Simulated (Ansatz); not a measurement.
Tunnelling through a barrier is set by its complex band structure: the current falls as exp(−2κd) with the smallest κ.

Data:

```
CELL_PARAMETERS angstrom
      4.99740     0.00000     0.00000
      2.49870     4.70992     0.00000
      2.49870     1.32561     4.11986
ATOMIC_POSITIONS crystal
  Ga 0.85559 0.43323 0.85559
  Ga 0.14441 0.56677 0.14441
  Ga 0.64441 0.06677 0.64441
  Ga 0.35559 0.93323 0.35559
  O  0.05316 0.75000 0.75000
  O  0.94684 0.25000 0.25000
  O  0.44684 0.75000 0.05316
  O  0.55316 0.25000 0.94684
  O  0.75000 0.75000 0.44684
  O  0.25000 0.25000 0.55316
```

The cell is taken as given; by r2SCAN it stands under a pressure of -1.4 GPa.

Transport runs along the normal of the first two printed cell vectors, the (101) plane of the conventional cell.

No gap correction and no spin-orbit coupling; mid-gap is the computed energy nearest the middle.

Question: State the band gap and the smallest decay constant κ at mid-gap according to r2SCAN (Ansatz, a program for electronic structure).

Answer: Gap 3.50 eV on a 8×8×8 mesh; κ = 0.253 1/Å, at the zone centre.
